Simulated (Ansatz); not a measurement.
Start from CsSnI₃ in the cubic perovskite structure (space group Pm-3m, No. 221; a = 6.1305 Å). Axes: x, y, z lie along the cube axes.

Level of theory: Kohn–Sham DFT with the PBEsol functional, run in Ansatz (a first-principles code) with PAW and 420 eV plane waves, without spin-orbit coupling.

For the base:

| Item | Result |
|---|---|
| Pressure | 0.00 GPa |

The change: uniaxial strain ε_zz = +0.60 %, all other strain components held at zero, atoms relaxed at fixed cell.

Task: Estimate the effect on the pressure.

Result: The pressure (mean of the normal stresses, compression positive) goes from zero to -0.10 GPa.

No phonon test of stability was made. Many cubic perovskites are stable only at high temperature; tilts and polar distortions were not tested.
